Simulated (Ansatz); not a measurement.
The reference is Ga₂O₃ in the corundum structure (space group R-3c, No. 167; a = 4.950 Å, c = 13.306 Å (hexagonal axes)). Axes: x lies along a and z along c of the hexagonal cell.

Level of theory: LDA in Ansatz (plane waves to 420 eV, PAW, no spin-orbit coupling).

Modification: uniaxial strain ε_xx = +3.00 %, all other strain components held at zero, atoms relaxed at fixed cell.

Predict the stress tensor and what it implies for the stiffness.

Stress of the strained cell less that of the base (GPa, compression positive):
```
 -11.47    0.00    0.00
   0.00   -5.15   -0.49
   0.00   -0.49   -3.83
```

Then −Δσ_ii/ε with ε = 0.0300 gives secant stiffness values (nonlinear terms included at this strain): C11 ≈ 382 GPa, C12 ≈ 172 GPa and C13 ≈ 128 GPa.

As a check, the harmonic strain energy −½ V₀ Δσ:ε is 10 meV/atom; the computed energy rise is 10 meV/atom.

No phonon test of stability was made.

Ansatz is a program for electronic structure.
